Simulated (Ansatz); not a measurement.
An Ansatz (a program for electronic structure) input (Ansatz, PBEsol, PAW, cutoff 420 eV, spin-orbit coupling left out, earlier PAW set):

Ansatz 0.2 input:
```yaml
crystal:
  lattice:
    - [4.1549509089, 0, 0]
    - [0, 5.8759879264, 0]
    - [0, 0, 21.2324263634]
  atoms:
    - { symbol: Hg, position: [0.25, 0.25, 0.3532332985] }
    - { symbol: S, position: [0.75, 0.5, 0.3532332985] }
    - { symbol: Hg, position: [0.75, 0.75, 0.4510777662] }
    - { symbol: S, position: [1.25, 1, 0.4510777662] }
    - { symbol: Hg, position: [1.25, 1.25, 0.5489222338] }
    - { symbol: S, position: [1.75, 1.5, 0.5489222338] }
    - { symbol: Hg, position: [1.75, 1.75, 0.6467667015] }
    - { symbol: S, position: [2.25, 2, 0.6467667015] }
basis: { ecutwfc: 420, ecutrho_ratio: 4, xc_grid: 2, fft_grid_basis: typed }
kpoints: { mp_grid: { grid: [8, 6, 1] } }
hamiltonian:
  xc: pbesol
  dispersion: none
  pseudopotentials: { azcp: { folder: ./paw }, kind: paw }
scf: { occupations: { method: fermi_dirac, width: 0.05 }, convergence: { dr2_threshold: 0.0000000008 } }
relax: { f_tol: 0.01, max_steps: 50 }
output: { forces: true, stress: true }
checkpoint: { write: state.ck, write_every: 1000 }
```

Task: Which symmetry and how many k-points will the program report, and about how many plane waves at Γ?

Result: Space group Pmn21 (ITA 31) with 4 operations, k-points 20 of 48, and 10049 plane waves at Γ.

Whether these cells are dynamically stable was not tested. The cell was made from HgS in the zinc blende structure (space group F-43m, No. 216) by this change: a free-standing slab of 4 layers (8 atoms, 2 a layer) is cut normal to [110], with 15 Å of vacuum and the in-plane cell held at bulk.
